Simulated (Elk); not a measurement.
```
TiCo
1.0
    2.86464     0.00000     0.00000
    0.00000     2.86464     0.00000
    0.00000     0.00000     2.86464
Ti Co
1 1
Cartesian
  0.00000   0.00000   0.00000
  1.43232   1.43232   1.43232
```
Moments meant for the start (each program seeds them in its own way; μB, in the order of the atoms Ti Co): 1.0 3.0.

Computed with PBE, all-electron FP-LAPW, Elk's shipped species files, APW+lo basis with extra local orbitals (Elk).

The set-up and first iterations of an Elk log for TiCo (Pm-3m, 2 atoms in the cell):

```
│ Elk code version 10.2.4 │

All units are atomic (Hartree, Bohr, etc.)

│ Ground-state run starting from atomic densities │

Lattice vectors :
   5.413386935       0.000000000       0.000000000
   0.000000000       5.413386935       0.000000000
   0.000000000       0.000000000       5.413386935

Unit cell volume      :    158.6379947
Brillouin zone volume :    1.563624237

Muffin-tin inner radius fraction :   0.1000000000E-01

Nuclei treated as point charges

Species :    1 (Ti)
 parameters loaded from : Ti.in
 name : titanium
 nuclear charge    :   -22.00000000
 electronic charge :    22.00000000
 atomic mass :    87256.20310
 muffin-tin radius :    2.256000000
 number of radial points in muffin-tin :    999
 atomic positions (lattice), magnetic fields (Cartesian) :
   1 :   0.00000000  0.00000000  0.00000000    0.00000000  0.00000000 -0.25000000

Species :    2 (Co)
 parameters loaded from : Co.in
 name : cobalt
   [... lines left out ...]
 using average radius
Maximum |G+k| for APW functions       :    3.546099291
Maximum (1/2)|G+k|²                   :    6.287410090
Maximum |G| for potential and density :    18.00000000
 potential will be trimmed for |G| > 2 gkmax
Constant for pseudocharge density :   10
Radial integration step length :    2

G-vector grid sizes :     32    32    32
Number of G-vectors :    15515

Maximum angular momentum used for
 APW functions                      :   10
 outer part of muffin-tin           :    8
 inner part of muffin-tin           :    4

Total nuclear charge    :   -49.00000000
Total core charge       :    22.00000000
Total valence charge    :    27.00000000
Total excess charge     :    0.000000000
Total electronic charge :    49.00000000

Effective Wigner radius, rₛ :   0.9177143177

Number of empty states         :   24
Total number of valence states :   76
Total number of core states    :   22

Conduction state local-orbitals added automatically
Total number of local-orbitals :  224

Exchange-correlation functional :     20     0     0
 Perdew-Burke-Ernzerhof, Phys. Rev. Lett. 77, 3865 (1996)
 gradient requirement :    1
 generalised gradient approximation (GGA)

Smearing type :    0
 Gaussian
Smearing width :   0.9995820000E-02
Effective electronic temperature (K) :    3156.430308

Mixing type :    3
 Broyden mixing, J. Phys. A: Math. Gen. 17, L317 (1984)

Kohn-Sham potential initialised from atomic data
│ Self-consistent loop started │
│ Loop number : 1 │
 total energy                :     -2253.78367660
 total moment                :    1.154800250
│ Loop number : 2 │
 total energy                :     -2253.26966923
 total moment                :    1.163814142
RMS change in Kohn-Sham potential (target) :    5.684833981     (  0.1000000000E-05)
Absolute change in total energy (target)   :   0.5140073762     (  0.1000000000E-03)
│ Loop number : 3 │
 total energy                :     -2285.83066939
 total moment                :   0.3677898736
RMS change in Kohn-Sham potential (target) :    4.750309793     (  0.1000000000E-05)
Absolute change in total energy (target)   :    32.43249832     (  0.1000000000E-03)
│ Loop number : 4 │
 total energy                :     -2255.54032496
 total moment                :   0.3498708740E-01
RMS change in Kohn-Sham potential (target) :    2.184560680     (  0.1000000000E-05)
Absolute change in total energy (target)   :    22.18221985     (  0.1000000000E-03)
│ Loop number : 5 │
 total energy                :     -2237.10474483
 total moment                :  -0.7706957596
RMS change in Kohn-Sham potential (target) :   0.7049323284     (  0.1000000000E-05)
Absolute change in total energy (target)   :    23.98113509     (  0.1000000000E-03)
│ Loop number : 6 │
 total energy                :     -2258.72622389
 total moment                :  -0.4201617998
RMS change in Kohn-Sham potential (target) :   0.4181934709     (  0.1000000000E-05)
   [... lines left out ...]
```

Will this run converge, and how will it end?

The run converged in 27 iterations. Convergence of the loop says nothing yet on basis, mesh or lower states. It ends on: total energy -61153.3556 eV; Fermi level (on the code's own zero) 11.66 eV; size of the cell's spin moment 0.40 μB; site moments (μB, in the program's spheres or projections) Ti -0.01, Co -0.41. The log goes on:

```
 total moment                :  -0.4377761395
RMS change in Kohn-Sham potential (target) :   0.5654391235E-04 (  0.1000000000E-05)
   [... lines left out ...]
Absolute change in total energy (target)   :   0.5117313185E-04 (  0.1000000000E-03)
│ Loop number : 25 │
 total energy                :     -2247.34443593
 total moment                :  -0.3977948070
RMS change in Kohn-Sham potential (target) :   0.1353319681E-05 (  0.1000000000E-05)
Absolute change in total energy (target)   :   0.1655928127E-03 (  0.1000000000E-03)
│ Loop number : 26 │
 total energy                :     -2247.34438118
 total moment                :  -0.3977353364
RMS change in Kohn-Sham potential (target) :   0.2620750928E-06 (  0.1000000000E-05)
Absolute change in total energy (target)   :   0.9614272949E-04 (  0.1000000000E-03)
Convergence targets achieved

│ Loop number : 27 │

Energies :
 Fermi                       :     0.428641112265
 xc effective B-field        :    -0.478123995860E-02
 external B-field            :      0.00000000000
 total energy                :     -2247.34436864
 (external B-field energy excluded from total)

Density of states at Fermi energy :    62.81703569
 (states/Hartree/unit cell)

Estimated indirect band gap :   0.1713607988E-03
 from k-point      8 to k-point     78
Estimated direct band gap   :   0.1633133889E-02
 at k-point     70

Charges :
 core                        :    22.00000000
 valence                     :    27.00000000
 interstitial                :    2.566548990
 muffin-tins (core leakage)
  species :    1 (Ti)
   atom    1                 :    20.27085170     (  0.3075687260E-08)
  species :    2 (Co)
   atom    1                 :    26.16259931     (  0.1024457800E-02)
 total in muffin-tins        :    46.43345101
   [... lines left out ...]
 total moment                :  -0.3977512744
   [... lines left out ...]
   IBS                       :     0.00000000    0.00000000    0.00000000
   total force               :     0.00000000    0.00000000    0.00000000
   total magnitude           :     0.00000000
 species :    2 (Co)
  atom :    1
   Hellmann-Feynman          :     0.00000000   -0.00000000    0.00000000
   IBS                       :    -0.00000000    0.00000000    0.00000000
   total force               :    -0.00000000    0.00000000    0.00000000
   total magnitude           :     0.00000000
```

For comparison: a first run was changed to give this one (lattice scaled by 0.98), and from it to this one the total energy goes up by 86.8 meV/atom and the size of the net moment goes from 0.32 to 0.20 μB/atom.

The starting cell comes from a database of computed structures (which also holds hypothetical and non-ambient phases and stackings), without a prior relaxation at this level. Its lattice was rescaled by a random factor within 2.5 % of one. For this run, on top of that: lattice scaled by 0.98. The moments shrank to a small part of their start, a low-spin state that need not be the lowest. Values depend on the basis (sphere radii, cutoffs, local orbitals), which need not be converged. The log's line on a gap gives a spacing of levels on this mesh, which the program prints for metals too.

The run was DFT, PBE, all-electron FP-LAPW, Elk's shipped species files, APW+lo basis with extra local orbitals. Main settings of its input:

- xctype = 20
- spinpol = true
- rgkmax = 8
- stype = 0
- swidth = 0.00999582 Ha
- ngridk = 15 15 15
- reducebf = 0.5
- tforce = true
- gmaxvr = 18 1/bohr
- lmaxapw = 10
- lmaxo = 8
- nxlo = 2
